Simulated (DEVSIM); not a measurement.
# Schottky contact on n-type Si

Structure: Schottky contact on n-type Si, at 300 K.

```
layer (left to right)  material  thickness (μm)  Nd (cm⁻³)   τn (s)   τp (s)
---------------------  --------  --------------  ---------  -------  -------
1                            Si           0.440     3.3e16  0.00028  0.00028
```

Left contact: Schottky, work function 4.66 eV, emission velocity 1.2e7 cm/s. Right contact: ohmic. Voltage is applied to the left contact. Recombination: SRH at mid-gap, radiative. Mobility is constant in doping.

This is a model device: material constants are rounded textbook-type values typed into the input, and sizes, dopings and lifetimes were drawn at random. Values at 300 K.

```csv
parameter,Si
gap (eV),1.124
affinity (eV),4.05
permittivity,11.7
Nc (cm⁻³),2.86e19
Nv (cm⁻³),3.1e19
μn (cm²/Vs),1417
μp (cm²/Vs),470
B (cm³/s),4.7e-15
```

Model (solved in DEVSIM): 1D drift-diffusion, Boltzmann statistics, complete ionisation; no tunnelling, impact ionisation, image-force lowering or self-heating. Metal contacts follow the ideal Schottky-Mott rule: no Fermi-level pinning, no interface dipoles.

| Item | Value |
|---|---|
| Potential step across the device at zero bias | 0.435 V |
| Largest field in the device at zero bias | 64000 V/cm |
| Dark forward voltage at 1 A/cm² | 0.154 V |
| Dark forward voltage at 100 A/cm² | 0.275 V |

Dark reverse current:

```csv
V (V),J (A/cm²)
-0.20,-0.0028
-0.50,-0.0029
-1.00,-0.0029
-1.50,-0.0029
-2.00,-0.0029
-3.00,-0.0030
-4.00,-0.0030
-5.00,-0.0030
```

Dark forward current:

| V (V) | J (A/cm²) |
|---|---|
| 0.05 | 0.016 |
| 0.10 | 0.13 |
| 0.15 | 0.87 |
| 0.20 | 5.9 |
| 0.25 | 40 |
| 0.30 | 250 |
| 0.35 | 1300 |
| 0.40 | 4300 |
